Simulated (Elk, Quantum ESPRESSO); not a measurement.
## Code comparison for DyCuSi (P6_3/mmc, 6 atoms in the cell)

Self-consistent single point.

```
CELL_PARAMETERS angstrom
      4.10679     0.00000     0.00000
     -2.05340     3.55658     0.00000
      0.00000     0.00000     7.54379
ATOMIC_POSITIONS crystal
  Dy 0.00000 0.00000 0.50000
  Dy 0.00000 0.00000 0.00000
  Si 0.66667 0.33333 0.25000
  Si 0.33333 0.66667 0.75000
  Cu 0.33333 0.66667 0.25000
  Cu 0.66667 0.33333 0.75000
```
Moments meant for the start (each program seeds them in its own way; μB, in the order of the atoms Dy Dy Si Si Cu Cu): 5.0 5.0 0.0 0.0 0.0 0.0.

All programs got the same cell, k-point mesh and kind of occupations, and the same starting moments (in Elk's words: spinpol = true; swidth = 0.00734986 Ha); potentials, basis and cutoffs are each program's usual ones.

```csv
code,model,size of the net moment (μB/atom),cutoff
Elk,"LDA (PW92), all-electron FP-LAPW, Elk's shipped species files, APW+lo basis with extra local orbitals",1.62,rgkmax 8
Quantum ESPRESSO,"LDA (PZ), SSSP 1.1.2 efficiency (PBE) pseudopotentials",1.63,50 Ry
```

The spread over the programs that give each value: size of the net moment within 0.01 μB/atom.

The starting cell comes from a database of computed structures (which also holds hypothetical and non-ambient phases and stackings), without a prior relaxation at this level. On Elk's run: Spin-orbit coupling is off. The magnetic order is the one reached from the typed start; others were not searched systematically. With U or open f shells several self-consistent states can exist. The f electrons are in the valence without U or exact exchange, which can misplace them near the Fermi level. Spin-orbit terms, which matter for f shells, are left out. Values depend on the basis (sphere radii, cutoffs, local orbitals), which need not be converged.

Task: Why do the programs differ, and what cannot be compared?

Result: Differences of this kind can come from the potentials, where these differ, and from what each basis and cutoff leave unconverged. The zero of total energies and Fermi levels follows the potentials and each program's conventions, so they are not compared here. Elk treats all electrons, but the usual bases taken here (sphere radii, linearisation, local orbitals, empty states) were not tested for convergence, so the values are no reference for the others. The same LDA comes in different parametrisations, which differ slightly. Site moments depend on each program's spheres or projections; the total moment of the cell does not.

Left out of this page: Ansatz and FLEUR (with a known weakness of the program); GPAW (failed or unconverged).
